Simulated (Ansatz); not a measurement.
Density of states of Mg2Zn (C2/m, 6 atoms in the cell).

```xyz
6
Lattice="5.5811 -1.5550 0.0000 5.5811 1.5550 0.0000 -2.0306 0.0000 6.8867" Properties=species:S:1:pos:R:3 pbc="T T T"
Mg     7.6124     0.0000     6.6366
Mg     1.5192     0.0000     0.2502
Mg     3.8554     0.0000     4.7101
Mg     5.2762     0.0000     2.1766
Zn     0.8977     0.0000     4.3959
Zn     8.2339     0.0000     2.4908
```

Level of theory: LDA (PW92), default PAW files made with PBE (plane waves; Ansatz, a quantum-chemistry and plane-wave program).

SCF settings: basis.ecutwfc = 420 eV; kpoints.mp_grid.grid = 9 9 4; hamiltonian.xc = lda; hamiltonian.pseudopotentials = {kind: paw} (the program's default PAW files); scf.occupations.method = methfessel_paxton; scf.occupations.width = 0.272 eV. Keys of the DOS step: output.dos.nscf_kmesh.grid = 14 14 6; output.dos.method = {smearing: {sigma: 0.1}} eV.

The starting cell comes from a database of computed structures (which also holds hypothetical and non-ambient phases and stackings), without a prior relaxation at this level.

Total DOS (both spins), as means of the tabulated values in each energy bin; the zero is the program's Fermi level or highest filled level, and the curve is cut to this window:

```
E (eV) | states/eV/cell
    -7.75 | # 1.05
    -7.25 | ############################## 37.8
    -6.75 | ## 3.05
    -6.25 | # 0.96
    -5.75 | # 1.15
    -5.25 | # 1.22
    -4.75 | # 1.46
    -4.25 | # 1.44
    -3.75 | # 1.75
    -3.25 | # 1.72
    -2.75 | # 1.73
    -2.25 | ## 1.94
    -1.75 | ## 2.11
    -1.25 | ## 2.37
    -0.75 | ## 2.15
    -0.25 | ## 2.08
     0.25 | ## 2.35
     0.75 | ## 2.29
```

Around zero the curve holds about 2.3 states/eV/cell.

Keys are those of Ansatz 0.2.
